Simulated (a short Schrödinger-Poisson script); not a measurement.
Stack: symmetric double-gate stack, Si3N4 on p-type In0.53Ga0.47As, at 300 K.

```csv
layer,material,thickness (nm),Na (cm⁻³)
1,Si3N4,5.1,-
2,In0.53Ga0.47As,10,2e17
3,Si3N4,5.1,-
```

The device is made up for the run: typed textbook-type constants, with dimensions and the other settings drawn at random. Si3N4: permittivity 7.5, conduction-band edge (eV) 2.41, gap (eV) 5.1, electron mass (mₑ) 0.5. In0.53Ga0.47As: permittivity 13.9, conduction-band edge (eV) 0, gap (eV) 0.74, Nv at 300 K (cm⁻³) 7.7e18.

Channel valleys (confinement mass, in-plane density-of-states mass, number): Γ 0.041, 0.041, 1. At the gates, both at one voltage, the conduction-band edge of layer 1 lies 2.73 eV − eVg above the Fermi level of the channel. Gaps are held at their typed values at every temperature. Mesh 0.03 nm at interfaces.

From a short Schrödinger-Poisson script (our own, NumPy): 1D Poisson equation in equilibrium, electrons quantum, Hartree (BenDaniel-Duke, 12 states a valley, the channel's in-plane mass for all, wave functions free to enter the dielectric), parabolic valleys, classical holes, full ionisation, no traps, pinning or gate leakage.

The same stack at other levels of the model or other numerical settings:

```
run                                                                  sheet density of all electrons at Vg = 1.8 V (cm⁻²)  sheet density of all electrons at Vg = 0.6 V (cm⁻²)  capacitance of both gates at Vg = 1.8 V (μF/cm²)  rough cost against the base
-------------------------------------------------------------------  ---------------------------------------------------  ---------------------------------------------------  ------------------------------------------------  ---------------------------
base                                                                                                             1.35e13                                              1.66e12                                              1.75                      about 1
electrons treated as classical, Boltzmann                                                                        2.08e13                                              2.85e12                                              2.50                         0.05
electrons treated as classical, Fermi-Dirac                                                                      1.35e13                                              1.87e12                                              1.67                          0.2
electrons treated as quantum, Hartree plus LDA exchange-correlation                                              1.38e13                                              1.76e12                                              1.77                            2
mesh six times as coarse                                                                                         1.34e13                                              1.63e12                                              1.74                          0.3
one subband a valley                                                                                             1.07e13                                              1.63e12                                              1.22                          0.4
```

The classical rows ignore confinement, and Boltzmann statistics overrate the density once the band edge passes the Fermi level.

Above a few 1e12 electrons/cm² a light Γ valley is non-parabolic and upper valleys begin to fill, which the model leaves out.
